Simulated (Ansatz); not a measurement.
We consider SrScO2F (model structure, started from the SrVO2H type, P4/mmm, No. 123, 5 atoms in the cell), described by PBEsol in Ansatz (plane waves, PAW).

Run with plane-wave cutoff 520 eV, 8×8×8 k mesh, Fermi–Dirac smearing 0.01 eV, scalar-relativistic PAW data made under PBE.

Cell (relaxed at this level):

```
ScSrFO2
1.0
    4.09227     0.00000     0.00000
    0.00000     4.09227     0.00000
    0.00000     0.00000     4.02582
Sr Sc O F
1 1 2 1
Direct
  0.50000   0.50000   0.50000
  0.00000   0.00000   0.00000
  0.50000   0.00000   0.00000
  0.00000   0.50000   0.00000
  0.00000   0.00000   0.50000
```

Estimate the band gap and smallest direct gap on the k points sampled that the calculation returns.


band gap: 3.22 eV
smallest direct gap on the k points sampled: 3.63 eV

Note: the relaxation could raise the start's symmetry but not lower it, so the cell can be a saddle point.

Spin–orbit coupling is not included.

It cost around 9 core-seconds (rough) of CPU time.

A model structure was made by putting elements into a prototype or built by hand; it is no filed structure, need not be a known phase, and can be a saddle point held by its symmetry.

Ansatz is an electronic-structure program.
